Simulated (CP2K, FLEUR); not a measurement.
A CP2K input for a self-consistent single point of K₂S (Fm-3m, 3 atoms in the cell) (DFT PBE, GPW, DZVP-MOLOPT-SR-GTH basis, GTH-PBE potentials (GTH_POTENTIALS)):

```
&GLOBAL
  PROJECT k2s
  RUN_TYPE ENERGY_FORCE
  PRINT_LEVEL LOW
&END GLOBAL
&FORCE_EVAL
  METHOD Quickstep
  STRESS_TENSOR ANALYTICAL
  &DFT
    BASIS_SET_FILE_NAME BASIS_MOLOPT
    POTENTIAL_FILE_NAME GTH_POTENTIALS
    &QS
      METHOD GPW
      EPS_DEFAULT 1E-10
    &END QS
    &MGRID
      CUTOFF 500
      REL_CUTOFF 50
      NGRIDS 5
    &END MGRID
    &SCF
      SCF_GUESS ATOMIC
      EPS_SCF 1E-6
      MAX_SCF 100
      ADDED_MOS 5
      &DIAGONALIZATION
        ALGORITHM STANDARD
      &END DIAGONALIZATION
      &MIXING
        METHOD BROYDEN_MIXING
        ALPHA 0.4
        NBUFFER 10
        BETA 1.5
      &END MIXING
      &SMEAR ON
        METHOD FERMI_DIRAC
        ELECTRONIC_TEMPERATURE [K] 580.23
      &END SMEAR
    &END SCF
    &KPOINTS
      SCHEME MONKHORST-PACK 6 6 6
      GAMMA_CENTERED T
    &END KPOINTS
    &XC
      &XC_FUNCTIONAL PBE
      &END XC_FUNCTIONAL
    &END XC
    &PRINT
      &MO
        EIGENVALUES T
        OCCUPATION_NUMBERS T
        NDIGITS 8
        FILENAME mo
        &EACH
          QS_SCF 0
        &END EACH
        ADD_LAST NUMERIC
      &END MO
      &MULLIKEN OFF
      &END MULLIKEN
    &END PRINT
  &END DFT
  &SUBSYS
    &CELL
      A 5.28419800 0.00000000 0.00000000
      B 2.64209900 4.57624900 0.00000000
      C 2.64209900 1.52541600 4.31452900
      PERIODIC XYZ
    &END CELL
    &COORD
      K        2.64209900     1.52541625     1.07863225
      K        7.92629700     4.57624875     3.23589675
      S        0.00000000     0.00000000     0.00000000
    &END COORD
    &KIND K
      BASIS_SET DZVP-MOLOPT-SR-GTH-q9
      POTENTIAL GTH-PBE-q9
    &END KIND
    &KIND S
      BASIS_SET DZVP-MOLOPT-SR-GTH-q6
      POTENTIAL GTH-PBE-q6
    &END KIND
  &END SUBSYS
  &PRINT
    &FORCES ON
    &END FORCES
    &STRESS_TENSOR ON
    &END STRESS_TENSOR
  &END PRINT
&END FORCE_EVAL
```

Problem. Give the FLEUR input for the same structure, mesh, smearing and functional.

Solution. This is the input that was run; spellings and numerical settings could be chosen otherwise.

Input of the input generator:

```
K2S crystal
&input film=f /
0.0000000000 3.7364920000 3.7364920000
3.7364920000 0.0000000000 3.7364920000
3.7364920000 3.7364920000 0.0000000000
1.8897261246
1.0 1.0 1.0

3
19 0.2500000000 0.2500000000 0.2500000000
19 0.7500000000 0.7500000000 0.7500000000
16 0.0000000000 0.0000000000 0.0000000000

&comp jspins=1 /
&kpt div1=6 div2=6 div3=6 gamma=t /
&end /
```

```xml
<?xml version="1.0" encoding="UTF-8" standalone="no"?>
<fleurInput fleurInputVersion="0.39">
   <comment>
      K2S crystal                                                                                         
   </comment>
   <calculationSetup>
      <cutoffs Kmax="3.8" Gmax="15.2" GmaxXC="15.2" numbands="0"/>
      <scfLoop itmax="80" minDistance="0.00001" maxIterBroyd="40" imix="Anderson" alpha="0.05" precondParam="0.0" spinf="2.0"/>
      <coreElectrons ctail="T" frcor="F" kcrel="0" coretail_lmax="0"/>
      <xcFunctional name="pbe" relativisticCorrections="F"/>
      <magnetism jspins="1"/>
      <soc l_soc="F" theta="0.0" phi="0.0" spav="F"/>
      <expertModes spex="0" secvar="F"/>
      <geometryOptimization l_f="T" forcealpha="1.0" forcemix="BFGS" epsdisp="0.00001" epsforce="0.00001"/>
      <ldaU l_linMix="F" mixParam="0.05" spinf="1.0"/>
   </calculationSetup>
   <cell>
      <bzIntegration valenceElectrons="24.0" mode="hist" fermiSmearingEnergy="0.00183747">
         <kPointListSelection listName="default-1"/>
         <!-- k-points included here -->
         <xi:include xmlns:xi="http://www.w3.org/2001/XInclude" href="kpts.xml"> </xi:include>
      </bzIntegration>
      <!-- symmetry operations included here -->
      <xi:include xmlns:xi="http://www.w3.org/2001/XInclude" href="sym.xml"> </xi:include>
      <bulkLattice scale="1.0">
         <bravaisMatrix>
            <row-1>    0.0000000000000000     7.0609465467589034     7.0609465467589034</row-1>
            <row-2>    7.0609465467589034     0.0000000000000000     7.0609465467589034</row-2>
            <row-3>    7.0609465467589034     7.0609465467589034     0.0000000000000000</row-3>
         </bravaisMatrix>
      </bulkLattice>
   </cell>
   <atomSpecies>
      <species name="Potassium (K)" element="K" atomicNumber="19">
         <mtSphere radius="2.63" gridPoints="925" logIncrement="0.013"/>
         <atomicCutoffs lmax="10" lnonsphr="8"/>
         <electronConfig flipSpins="F">
            <coreConfig>(1s1/2) (2s1/2) (2p1/2) (2p3/2)</coreConfig>
            <valenceConfig>(3s1/2) (3p1/2) (3p3/2) (4s1/2)</valenceConfig>
            <stateOccupation state="(4s1/2)" spinUp="0.5" spinDown="0.5"/>
         </electronConfig>
         <energyParameters s="4" p="4" d="3" f="4"/>
         <lo type="SCLO" l="0" n="3" eDeriv="0"/>
         <lo type="SCLO" l="1" n="3" eDeriv="0"/>
      </species>
      <species name="Sulfur (S)" element="S" atomicNumber="16">
         <mtSphere radius="2.63" gridPoints="925" logIncrement="0.013"/>
         <atomicCutoffs lmax="10" lnonsphr="8"/>
         <electronConfig flipSpins="F">
            <coreConfig>(1s1/2) (2s1/2) (2p1/2) (2p3/2)</coreConfig>
            <valenceConfig>(3s1/2) (3p1/2) (3p3/2)</valenceConfig>
            <stateOccupation state="(3p1/2)" spinUp="0.6666666666667" spinDown="0.6666666666667"/>
            <stateOccupation state="(3p3/2)" spinUp="1.3333333333333" spinDown="1.3333333333333"/>
         </electronConfig>
         <energyParameters s="3" p="3" d="3" f="4"/>
      </species>
   </atomSpecies>
   <atomGroups>
      <atomGroup species="Potassium (K)">
         <relPos label="                   1">1.000/4.000 1.000/4.000 1.000/4.000</relPos>
         <relPos label="                   2">-1.000/4.000 -1.000/4.000 -1.000/4.000</relPos>
         <force calculate="T" relaxXYZ="TTT"/>
      </atomGroup>
      <atomGroup species="Sulfur (S)">
         <relPos label="                   3">.0000000000 .0000000000 .0000000000</relPos>
         <force calculate="T" relaxXYZ="TTT"/>
      </atomGroup>
   </atomGroups>
   <output dos="F" band="F" slice="F">
      <checks vchk="F" cdinf="F"/>
      <bandDOS minEnergy="-.5*Htr" maxEnergy="0.5*Htr" sigma="0.015" storeEVData="T"/>
      <vacuumDOS vacdos="F" integ="F" star="F" nstars="0" locx1="0.0" locy1="0.0" locx2="0.0" locy2="0.0" nstm="0" tworkf="0.0"/>
      <unfoldingBand unfoldBand="F" supercellX="1" supercellY="1" supercellZ="1"/>
      <plotting iplot="0" polar="F">
         <plot TwoD="T" vec1="  1.0  0.0  0.0" vec2="  0.0  1.0  0.0" vec3="  0.0  0.0  1.0" zero="  0.0  0.0  0.0" file="plot"/>
      </plotting>
      <chargeDensitySlicing numkpt="0" minEigenval="0.0" maxEigenval="0.0" nnne="0" pallst="F"/>
      <specialOutput eonly="F"/>
      <magneticCircularDichroism mcd="F" energyLo="-10.0" energyUp="0.0"/>
   </output>
  <!-- We include the file relax.xml here to enable relaxations (see documentation) -->
  <xi:include xmlns:xi="http://www.w3.org/2001/XInclude" href="relax.xml"> <xi:fallback/> </xi:include>
</fleurInput>
```

Basis settings and potentials, where a program has them, do not carry over. This input uses DFT, PBE, all-electron FLAPW (FLEUR), scalar-relativistic valence. Both were run: gap on the mesh 2.373 eV in CP2K and 2.331 in FLEUR.

On CP2K: the starting cell has typed, rounded lattice constants, without a prior relaxation at this level. Its lattice was rescaled by a random factor within 2.5 % of one. Values carry the incompleteness of an atom-centred basis.

On FLEUR: the starting cell has typed, rounded lattice constants, without a prior relaxation at this level. Its lattice was rescaled by a random factor within 2.5 % of one. Values depend on the basis (sphere radii, cutoffs, local orbitals), which need not be converged.
